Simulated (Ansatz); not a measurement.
**SnSe2, alloy series**

The reference is SnSe₂ in the CdI2 type structure (space group P-3m1, No. 164; a = 3.826 Å, c = 6.231 Å; layered, stacked along the Cartesian z axis).

The other end (x = 1) is SnO$_{2}$ in the CdI2 type structure (space group P-3m1, No. 164; a hypothetical phase, not in the database extracts checked; layered, stacked along the Cartesian z axis): 13.16 Å³/atom, gap 2.52 eV; this end may not be an ambient phase.

O replaces a fraction x of Se; each row is one arrangement (x, atoms in the cell, starting space group or random), fully relaxed.

Computed with r2SCAN+rVV10/PAW in Ansatz (a quantum-chemistry and plane-wave program), no SOC.

Before the change:

| Property | Result |
|---|---|
| Band gap | 0.94 eV |

**Question.** The aim is a band gap between 0.44 eV and 0.47 eV. Which of these changes reaches it?
(A) x(O) = 0.375, 12 atoms, P1
(B) x(O) = 0.333, 9 atoms, C2/m
(C) x(O) = 0.333, 9 atoms, R3

**Answer.** C, x(O) = 0.333, 9 atoms, R3. It gives 0.46 eV; x(O) = 0.333, 9 atoms, C2/m gives 1.12 eV; x(O) = 0.375, 12 atoms, P1 gives 1.22 eV. Changes not listed may reach it too

These are small ordered cells, not random alloys; other orderings at the same x differ. Gaps are Kohn–Sham eigenvalue differences; semilocal functionals usually give less than the measured gap. Stability against distortions was not tested.
